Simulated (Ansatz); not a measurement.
The reference is Au in the fcc (Cu type) structure (space group Fm-3m, No. 225; a = 4.048 Å; relaxed with 0.1 eV smearing). Axes: x, y, z lie along the cube axes.

Computed with DFT with LDA, PAW potentials and a 420 eV plane-wave cutoff in Ansatz (a quantum-chemistry and plane-wave program), no SOC.

Before the change:

The shortest interatomic distance is 2.862 Å.

One thing is altered: the cell is compressed by 1.50 % along z with no lateral relaxation, atoms relaxed at fixed cell.

Predict the new shortest interatomic distance.

The shortest interatomic distance decreases by 0.021 Å (2.862 Å → 2.841 Å).

What happens to the energy relative to the base?

The energy rises by 2.6 meV/atom.

How does this affect the stress?

The stress (xx, yy, zz, yz, xz, xy; compression positive) comes out as (2.9, 2.9, 3.4, 0.0, 0.0, 0.0) GPa.

The cells carry an imposed strain or load. Whether these cells are dynamically stable was not tested.
